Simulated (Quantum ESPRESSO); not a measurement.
Quantum ESPRESSO run on Nb3Sn (Pm-3n, 8 atoms in the cell): self-consistent single point.

Level of theory: PBE, PseudoDojo standard norm-conserving (PBE) pseudopotentials (plane waves; Quantum ESPRESSO).

The change in words: lattice scaled by 0.98. Reference geometry:
```yaml
crystal:
  lattice:
    - [5.30433, 0.00000, 0.00000]
    - [0.00000, 5.30433, 0.00000]
    - [0.00000, 0.00000, 5.30433]
  atoms:
    - { symbol: Nb, position: [0.25000, 0.00000, 0.50000] }
    - { symbol: Nb, position: [0.75000, 0.00000, 0.50000] }
    - { symbol: Nb, position: [0.50000, 0.75000, 0.00000] }
    - { symbol: Nb, position: [0.50000, 0.25000, 0.00000] }
    - { symbol: Nb, position: [0.00000, 0.50000, 0.75000] }
    - { symbol: Nb, position: [0.00000, 0.50000, 0.25000] }
    - { symbol: Sn, position: [0.00000, 0.00000, 0.00000] }
    - { symbol: Sn, position: [0.50000, 0.50000, 0.50000] }
```

Reference input (self-consistent single point, DFT, PBE, plane waves, PseudoDojo standard norm-conserving (PBE) pseudopotentials): ecutwfc = 85 Ry; occupations = smearing; smearing = fermi-dirac; degauss = 0.0073499 Ry; potentials = {Nb: Nb.upf, Sn: Sn.upf}; K_POINTS = automatic 5 5 5 0 0 0; conv_thr = 1e-09 Ry; mixing_beta = 0.3. This run's input differs from it in these lines:

```diff
@@ -25,14 +25,14 @@
 CELL_PARAMETERS {angstrom}
-   5.3043270000     0.0000000000     0.0000000000
-   0.0000000000     5.3043270000     0.0000000000
-   0.0000000000     0.0000000000     5.3043270000
+   5.1982400000     0.0000000000     0.0000000000
+   0.0000000000     5.1982400000     0.0000000000
+   0.0000000000     0.0000000000     5.1982400000
 ATOMIC_POSITIONS {bohr}
-Nb    2.5059313264    0.0000000000    5.0118626527
-Nb    7.5177939791    0.0000000000    5.0118626527
-Nb    5.0118626527    7.5177939791    0.0000000000
-Nb    5.0118626527    2.5059313264    0.0000000000
-Nb    0.0000000000    5.0118626527    7.5177939791
-Nb    0.0000000000    5.0118626527    2.5059313264
+Nb    2.4558124825    0.0000000000    4.9116249650
+Nb    7.3674374476    0.0000000000    4.9116249650
+Nb    4.9116249650    7.3674374476    0.0000000000
+Nb    4.9116249650    2.4558124825    0.0000000000
+Nb    0.0000000000    4.9116249650    7.3674374476
+Nb    0.0000000000    4.9116249650    2.4558124825
 Sn    0.0000000000    0.0000000000    0.0000000000
-Sn    5.0118626527    5.0118626527    5.0118626527
+Sn    4.9116249650    4.9116249650    4.9116249650
 K_POINTS {automatic}
```

Log, with long lists cut:

```
     Self-consistent Calculation

     iteration #  1     ecut=    85.00 Ry     beta= 0.30

     Threshold (ethr) on eigenvalues was too large:
     Diagonalizing with lowered threshold

     total energy              =   -1062.88174594 Ry
     estimated scf accuracy    <       0.53467463 Ry

     iteration #  2     ecut=    85.00 Ry     beta= 0.30

     total energy              =   -1062.83549264 Ry
     estimated scf accuracy    <       0.15242893 Ry

     iteration #  3     ecut=    85.00 Ry     beta= 0.30

     total energy              =   -1062.86316409 Ry
     estimated scf accuracy    <       0.01207102 Ry

   [... 8 blocks of this kind left out ...]

     iteration # 12     ecut=    85.00 Ry     beta= 0.30

     total energy              =   -1062.86609945 Ry
     estimated scf accuracy    <          1.3E-09 Ry

     iteration # 13     ecut=    85.00 Ry     beta= 0.30
     End of self-consistent calculation

     the Fermi energy is    18.5601 ev

!    total energy              =   -1062.86609945 Ry
     estimated scf accuracy    <          1.7E-10 Ry
     smearing contrib. (-TS)   =      -0.02376470 Ry
     internal energy E=F+TS    =   -1062.84233474 Ry

     convergence has been achieved in  13 iterations

     Forces acting on atoms (cartesian axes, Ry/au):

     atom    1 type  1   force =     0.00000000    0.00000000   -0.00000000
   [... zero for the other atoms too ...]

     Total force =     0.000000     Total SCF correction =     0.000000

          total   stress  (Ry/bohr**3)                   (kbar)     P=      133.71
   0.00090892   0.00000000   0.00000000          133.71        0.00        0.00
   0.00000000   0.00090892   0.00000000            0.00      133.71        0.00
   0.00000000   0.00000000   0.00090892            0.00        0.00      133.71

   JOB DONE.
```

The run converged in 13 iterations. Against the reference run the free energy goes up by 49.6 meV/atom and the pressure goes from 1.70 to 13.37 GPa.

The starting cell comes from a database of computed structures (which also holds hypothetical and non-ambient phases and stackings), without a prior relaxation at this level. Its lattice was rescaled by a random factor within 2.5 % of one. For this run, on top of that: lattice scaled by 0.98. Spin polarisation is off. With a pressure of about 13 GPa the cell is away from its equilibrium volume at this level.

Cost on one core of a shared machine: roughly 2 min.
